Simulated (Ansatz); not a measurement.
Here is the system:

```xyz
5
Lattice="4.9192 0.0000 0.0000 0.0000 4.8142 0.0000 0.0000 0.0000 4.8142" Properties=species:S:1:pos:R:3 pbc="T T T"
Cs     2.4596     2.4071     2.4071
Pb     0.0000     0.0000     0.0000
F      0.0000     2.4071     0.0000
F      2.4596     0.0000     0.0000
F      0.0000     0.0000     2.4071
```

A single point on CsPbF3 with a change (uniaxial strain ε_xx = +2.18 %), its geometry relaxed with PBEsol.

Level of theory: Ansatz (a quantum-chemistry and plane-wave program) PBEsol, with spin-orbit coupling. k-mesh 7×7×7 (Γ-centred); smearing 0.05 eV (Fermi–Dirac).

Q: Estimate the pressure.

A: -0.97 GPa.

Q: What band gap does the calculation give?

A: 1.61 eV.

Single points use the geometry relaxed with PBEsol. Whether these cells are dynamically stable was not tested. The cell was made from CsPbF3 in the cubic perovskite structure (space group Pm-3m, No. 221) by this change: uniaxial strain ε_xx = +2.18 %. Many cubic perovskites are stable only at high temperature; tilts and polar distortions were not tested.
